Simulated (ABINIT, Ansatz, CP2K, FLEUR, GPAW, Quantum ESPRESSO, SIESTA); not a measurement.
# Code comparison for Li3YSb2 (P-3m1, 6 atoms in the cell)

Self-consistent single point.

```
Li3YSb2
1.0
    4.53148     0.00000     0.00000
   -2.26574     3.92438     0.00000
    0.00000     0.00000     7.18739
Li Y Sb
3 1 2
Direct
  0.33333   0.66667   0.65101
  0.66667   0.33333   0.34899
  0.00000   0.00000   0.50000
  0.00000   0.00000   0.00000
  0.33333   0.66667   0.24925
  0.66667   0.33333   0.75075
```

All programs got the same cell, k-point mesh and kind of occupations (in Ansatz's words: kpoints.mp_grid.grid = 6 6 3; scf.occupations.method = fermi_dirac; scf.occupations.width = 0.136 eV); potentials, basis and cutoffs are each program's usual ones.

```csv
code,model,pressure (GPa),largest force (eV/Å),k-points,cutoff
SIESTA,"GGA PBEsol, numerical atomic orbitals DZP, PseudoDojo PBEsol standard norm-conserving potentials (rewritten from UPF to PSML)",-1.57,0.132,60,grid 400 Ry
Ansatz,"PBEsol, PAW files made with PBE",-1.65,0.102,17,default
ABINIT,"PBEsol, norm-conserving pseudopotentials (PseudoDojo nc-sr-04 PBEsol standard)",-1.69,0.101,17,40 Ha
CP2K,"PBEsol, GPW, DZVP-MOLOPT-SR-GTH basis, GTH-PBE potentials (GTH_POTENTIALS)",-0.54,0.132,56,grid 500 Ry
FLEUR,"PBEsol, all-electron FLAPW (FLEUR), scalar-relativistic valence",–,0.096,17,Kmax 4.6 1/bohr
GPAW,"PBEsol, GPAW PAW datasets PBEsol (made by gpaw-setup)",-1.71,0.116,17,600 eV
Quantum ESPRESSO,"PBEsol, PseudoDojo standard norm-conserving (PBESOL) pseudopotentials",-1.69,0.102,17,80 Ry
```

Size of the force on each atom (eV/Å): Sizes of forces hide their directions.

```json
[
 {"code": "SIESTA", "Li1": "0.018", "Li2": "0.018", "Li3": "0.000", "Y4": "0.000", "Sb5": "0.132", "Sb6": "0.132"},
 {"code": "Ansatz", "Li1": "0.007", "Li2": "0.007", "Li3": "0.000", "Y4": "0.000", "Sb5": "0.102", "Sb6": "0.102"},
 {"code": "ABINIT", "Li1": "0.007", "Li2": "0.007", "Li3": "0.000", "Y4": "0.000", "Sb5": "0.101", "Sb6": "0.101"},
 {"code": "CP2K", "Li1": "0.002", "Li2": "0.002", "Li3": "0.000", "Y4": "0.000", "Sb5": "0.132", "Sb6": "0.132"},
 {"code": "FLEUR", "Li1": "0.002", "Li2": "0.002", "Li3": "0.000", "Y4": "0.000", "Sb5": "0.096", "Sb6": "0.096"},
 {"code": "GPAW", "Li1": "0.007", "Li2": "0.007", "Li3": "0.000", "Y4": "0.000", "Sb5": "0.116", "Sb6": "0.116"},
 {"code": "Quantum ESPRESSO", "Li1": "0.007", "Li2": "0.007", "Li3": "0.000", "Y4": "0.000", "Sb5": "0.102", "Sb6": "0.102"}
]
```

A dash marks a value that a program does not give, or that is left out as unsure.

The spread over the programs that give each value: pressure within 1.17 GPa; largest force within 0.036 eV/Å.

The starting cell comes from a database of computed structures (which also holds hypothetical and non-ambient phases and stackings), without a prior relaxation at this level. On Ansatz's run: Spin-orbit coupling is off.

Task: Why do the programs differ, and what cannot be compared?

Result: Differences of this kind can come from the potentials, where these differ, and from what each basis and cutoff leave unconverged. The valence holds different numbers of electrons (SIESTA 50, Ansatz (a quantum-chemistry and plane-wave program) 50, ABINIT 50, CP2K 30, FLEUR 44, GPAW 44, Quantum ESPRESSO 50). The zero of total energies and Fermi levels follows the potentials and each program's conventions, so they are not compared here. SIESTA and CP2K use small atom-centred bases, whose incompleteness enters pressures, forces and empty levels differently from a plane-wave cutoff. FLEUR treats all electrons, but the usual bases taken here (sphere radii, linearisation, local orbitals, empty states) were not tested for convergence, so the values are no reference for the others. Ansatz's pressure is given at a fixed set of plane waves, as the other plane-wave codes print theirs. The programs reduce the same mesh by symmetry to different extents, which changes the work and not the result. In the pressure, CP2K (by 1.14) lies more than 1 GPa from the median of the plane-wave programs.

Keys are those of Ansatz 0.2.
